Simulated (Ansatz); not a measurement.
# HfN: uniaxial stress, 0.5 GPa tension along z

The reference is HfN in the rock salt structure (space group Fm-3m, No. 225; a = 4.548 Å; relaxed with 0.1 eV smearing). Axes: x, y, z lie along the cube axes.

Perturbation: uniaxial stress, 0.5 GPa tension along z; all other stress components relax to zero.

Computed with PBE (Ansatz, an electronic-structure program, PAW, no spin-orbit coupling), earlier PAW set. k-mesh 22×22×22 (Γ-centred); smearing 0.1 eV (Fermi–Dirac).

The volume per atom is nearly the same (11.76 Å³ against 11.77 Å³) and the space group becomes I4/mmm (No. 139) (base: Fm-3m (No. 225)). The shortest interatomic distance is nearly the same (4.298 bohr against 4.297 bohr) and the energy stays essentially unchanged. The band gap is still zero and the strain response (xx, yy, zz) amounts to (−0.02, −0.02, +0.09) %.

Beyond what the load breaks, stability against distortions was not tested. The final runs are not spin-polarised. An odd electron count without spin: HfN.
